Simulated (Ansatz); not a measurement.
Input:

```
CELL_PARAMETERS angstrom
      5.49615     0.01294     0.00000
      0.68870     7.48728     0.00000
      2.40373    -3.73717     2.56543
ATOMIC_POSITIONS crystal
  Li 0.43843 0.71922 0.00000
  Li 0.43843 0.21922 0.00000
  Nb 0.00164 0.00082 0.00000
  Nb 0.00164 0.50082 0.00000
  O  0.17676 0.63610 0.35470
  O  0.91750 0.89536 0.25926
  O  0.53146 0.28140 0.38604
  O  0.17676 0.13610 0.74074
  O  0.91750 0.39536 0.61396
  O  0.53146 0.78140 0.64530
```

The cell was relaxed by PBE-D3(BJ); by r2SCAN it stands under a pressure of -0.7 GPa.

Transport runs along the normal of the first two printed cell vectors, the (110) plane of the conventional cell.

No gap correction and no spin-orbit coupling; mid-gap is the computed energy nearest the middle.

Task: State the band gap and the smallest decay constant κ at mid-gap according to r2SCAN run with Ansatz (a first-principles code).

Result: Gap 3.97 eV on a 12×12×12 mesh; κ = 0.442 1/Å, at (0.000, 0.250) of the in-plane reciprocal vectors. At the zone centre the slowest state has κ = 0.44 1/Å.
